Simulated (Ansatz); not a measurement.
Abridged Ansatz (an electronic-structure program) output:

```
Pseudopotential: Zr, paw, valence charge 12
Pseudopotential: Rh, paw, valence charge 17
Crystal: 8 atoms, lattice volume = 141.201 Å³
Basis set: ecut = 420 eV, 2763 PW (Γ), exchange–correlation on 144×144×60 points (8 copies of the dense FFT grid, shifted against one another)
Bands: 70, of which v1, the nominal top of the filled ones, is band 58 counted from 1 (57 counted from 0)
Symmetry: 8 space group operations
k-points: 342 of 2156
Functional: x = pbesol(κ = 0.804, μ = 0.12345679012345678), c = pbesol(β = 0.046)
SCF iter   1: F=—  HF=-41875.931551 eV  |F-HF|=—  |Δ(HF+E_count)|=         —  Δρ=1.05e-2  dr2=2.07e-1  ethr=1.77e-3  ⟨swp⟩=4.5  Hψ=73479  notcnv=0  defer=21
SCF iter   2: F=—  HF=-41875.908574 eV  |F-HF|=—  |Δ(HF+E_count)|=   2.30e-2  Δρ=4.36e-3  dr2=3.97e-2  ethr=1.78e-4  ⟨swp⟩=2.0  Hψ=30536  notcnv=0  defer=324
SCF 1 converged in 9 iterations: F = -41875.902319 eV  dr2 = 2.21e-10
SCF converged after 9 iterations
Free energy (F): -41875.902319 eV
Internal energy: -41875.871669 eV  (E = F + TS)
E sigma→0 (E₀):  -41875.886994 eV
Entropy (-TS):   -0.030651 eV (-3.831 meV/atom)
Fermi energy:    18.081366 eV
--- Forces (eV/Å), atoms counted from 1 ---
  atom   1  Zr     0.00000000    -0.00005779     0.00000000
  atom   2  Zr     0.00000000     0.00005779     0.00000000
  atom   3  Zr     0.00000000    -0.00011553     0.00000000
  atom   4  Zr     0.00000000     0.00011553     0.00000000
  atom   5  Rh     0.00000000    -0.00003978     0.00000000
  atom   6  Rh     0.00000000     0.00003978     0.00000000
  atom   7  Rh     0.00000000    -0.00021835     0.00000000
  atom   8  Rh     0.00000000     0.00021835     0.00000000
--- Stress (GPa, compression-positive) ---
       -0.001706       0.000000       0.000000
        0.000000      -0.005678       0.000000
        0.000000       0.000000      -0.005292
  P = ⅓ Tr σ = -0.0042 GPa (-0.042 kbar)
```

Problem. What was computed, and what are the main results?

Solution. ZrRh, 8 atoms in the cell, with PBEsol (Ansatz), scalar-relativistic without spin-orbit coupling. The last SCF converged to F = -41875.902319 eV, or -5234.4878 eV per atom, at a pressure of 0.00 GPa. The total energy compares only with runs of the same code, potentials and settings.

No phonon test of stability was made. The final runs are not spin-polarised. The cell is ZrRh (space group Cmcm, No. 63; a cell from a computed database, its experimental status unchecked).
